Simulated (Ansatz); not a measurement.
# A computed series for CdSe: point defects

Take a 16-atom supercell of CdSe in the zinc blende structure (space group F-43m, No. 216; a = 6.196 Å) at its relaxed geometry as the base.

One neutral defect a cell, atoms relaxed at fixed cell.

Method: Ansatz (an electronic-structure program) PBE, scalar-relativistic without spin-orbit coupling, earlier PAW set.

| change | largest displacement of a host atom from its site in the perfect cell | pressure |
|---|---|---|
| perfect supercell | – | 0.0 GPa |
| Cd interstitial (started 2.53 Å from the nearest host atom), symmetric start | 0.20 Å | 3.1 GPa |
| Te on a Se site, symmetric start | 0.11 Å | 1.2 GPa |
| Se on a Cd site (antisite) | 0.25 Å | 0.4 GPa |
| Hg on a Cd site, symmetric start | 0.02 Å | 0.2 GPa |
| Ir on a Se site, symmetric start | 0.01 Å | 0.1 GPa |

The magnetic state is the one reached from the starting moments; the real material's order can differ, and small cells can't hold many antiferromagnetic ones. In so small a cell the defect repeats every few ångströms: this is an ordered compound, not a dilute defect. The mesh was chosen for an insulator and is coarse for the gapless case. Defects with a symmetric start kept the site's symmetry and may sit on a saddle; the others started slightly shaken. Seeded moments were not kept for Cd interstitial (started 2.53 Å from the nearest host atom), Te on a Se site, Se on a Cd site (antisite) and Hg on a Cd site.
